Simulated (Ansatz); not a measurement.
```yaml
crystal:
  lattice:
    - [3.01607, 0.00000, 0.00000]
    - [-1.50804, 2.61200, 0.00000]
    - [0.00000, 0.00000, 4.94807]
  atoms:
    - { symbol: Si, position: [0.66667, 0.33333, 0.00049] }
    - { symbol: Si, position: [0.33333, 0.66667, 0.50049] }
    - { symbol: C, position: [0.66667, 0.33333, 0.62471] }
    - { symbol: C, position: [0.33333, 0.66667, 0.12471] }
```

Another polymorph of this substance is known too; which is more stable was not tested here. Dynamical quadrupoles are not included in the interpolation of the phonons between the solved wave vectors. The pressure is 10 GPa. The structure is held there; whether it is the stable one at that pressure was not tested.

Problem. What linear thermal expansion coefficients do quasi-harmonic lattice dynamics on LDA density-functional theory in Ansatz (plane waves, PAW) give at 200 K, and what isobaric heat capacity per mole of formula units and Grüneisen parameter?

Solution. α in the basal plane = 0.8 × 10⁻⁶ K⁻¹; α along c = 0.8 × 10⁻⁶ K⁻¹; C_P = 15.8 J/(mol K); γ = 0.47. No phase change or melting is allowed for: the numbers belong to this structure as given.

The PAW data sets were generated under PBE and serve the other functionals too.

Ansatz is a quantum-chemistry and plane-wave program.
